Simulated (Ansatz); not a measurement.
Ansatz (a first-principles code) run on Nb3Au2 (I4/mmm, 5 atoms in the cell): self-consistent single point.

Computed with PBEsol, default PAW files made with PBE (plane waves; Ansatz).

The change in words: lattice scaled by 0.98. Reference geometry:
```
Nb3Au2
1.0
   -1.70781     1.70781     7.66090
    1.70781    -1.70781     7.66090
    1.70781     1.70781    -7.66090
Nb Au
3 2
Direct
  0.00000   0.00000   0.00000
  0.39924   0.39924   0.00000
  0.60076   0.60076   0.00000
  0.19977   0.19977   0.00000
  0.80023   0.80023   0.00000
```

Reference input (self-consistent single point, DFT, PBEsol, plane waves, default PAW files made with PBE): basis.ecutwfc = 420 eV; kpoints.mp_grid.grid = 7 7 7; hamiltonian.xc = pbesol; hamiltonian.pseudopotentials = {kind: paw} (the program's default PAW files); scf.occupations.method = gaussian; scf.occupations.width = 0.2 eV. This run's input differs from it in these lines:

```diff
@@ -2,5 +2,5 @@
   lattice:
-    - [-1.707805, 1.707805, 7.660900]
-    - [1.707805, -1.707805, 7.660900]
-    - [1.707805, 1.707805, -7.660900]
+    - [-1.673649, 1.673649, 7.507682]
+    - [1.673649, -1.673649, 7.507682]
+    - [1.673649, 1.673649, -7.507682]
   atoms:
```

Log, with long lists cut:

```
SCF iter   1: F=—  HF=-39501.495990 eV  |F-HF|=—  |Δ(HF+E_count)|=         —  Δρ=6.82e-3  dr2=3.38e-2  ethr=1.77e-3  ⟨swp⟩=5.0  Hψ=5644  notcnv=0
all-band conjugate gradients solve this SCF's bands
preconditioner: auto → Kerker (q_TF=auto, 2.688 Å⁻¹)
SCF iter   2: F=—  HF=-39501.492772 eV  |F-HF|=—  |Δ(HF+E_count)|=   3.22e-3  Δρ=3.51e-3  dr2=8.79e-3  ethr=4.40e-5  ⟨swp⟩=2.1  Hψ=2765  notcnv=0
SCF iter   3: F=—  HF=-39501.490709 eV  |F-HF|=—  |Δ(HF+E_count)|=   2.06e-3  Δρ=5.10e-4  dr2=3.41e-4  ethr=1.14e-5  ⟨swp⟩=2.0  Hψ=2509  notcnv=0
SCF iter   4: F=—  HF=-39501.490658 eV  |F-HF|=—  |Δ(HF+E_count)|=   5.13e-5  Δρ=9.72e-5  dr2=3.27e-5  ethr=4.43e-7  ⟨swp⟩=2.0  Hψ=2126  notcnv=0
SCF iter   5: F=—  HF=-39501.490647 eV  |F-HF|=—  |Δ(HF+E_count)|=   1.05e-5  Δρ=2.52e-5  dr2=2.02e-6  ethr=4.25e-8  ⟨swp⟩=2.0  Hψ=2141  notcnv=0
SCF iter   6: F=-39501.490647 eV  HF=-39501.490647 eV  |F-HF|=3.93e-8  |Δ(HF+E_count)|=   1.58e-7  Δρ=5.93e-6  dr2=5.64e-8  ethr=1.30e-10  ⟨swp⟩=7.2  Hψ=7515  notcnv=0
SCF 1 converged in 6 iterations: F = -39501.490647 eV  dr2 = 5.64e-8
Free energy (F): -39501.490647 eV
Internal energy: -39501.418892 eV  (E = F + TS)
E sigma→0 (E₀):  -39501.454770 eV
Entropy (-TS):   -0.071755 eV (-14.351 meV/atom)
Fermi energy:    20.213782 eV
--- Forces (eV/Å), atoms counted from 1 ---
  atom   1  Nb    -0.00000000     0.00000000     0.00000000
  atom   2  Nb     0.00000000     0.00000000     0.11147798
  atom   3  Nb    -0.00000000     0.00000000    -0.11147798
  atom   4  Au     0.00000000     0.00000000     0.03418466
  atom   5  Au     0.00000000     0.00000000    -0.03418466
--- Stress (GPa, compression-positive) ---
        5.142227       0.000000       0.000000
        0.000000       5.142227      -0.000000
        0.000000       0.000000       5.678169
  P = ⅓ Tr σ = 5.3209 GPa (53.209 kbar)
  The stress holds the Pulay correction. Without it, at fixed plane waves, as pw.x and ABINIT print it: P = 5.2840 GPa
```

The run converged in 6 iterations. Against the reference run the free energy drops by 5.6 meV/atom, the pressure goes from -6.36 to 5.32 GPa and the largest force goes from 0.099 to 0.111 eV/Å.

The starting cell comes from a database of computed structures (which also holds hypothetical and non-ambient phases and stackings), without a prior relaxation at this level. For this run, on top of that: lattice scaled by 0.98. Spin polarisation is off. With a pressure of about 5 GPa the cell is away from its equilibrium volume at this level. Ansatz's pressure includes its estimate of the finite-basis (Pulay) stress.

Keys are those of Ansatz 0.2.
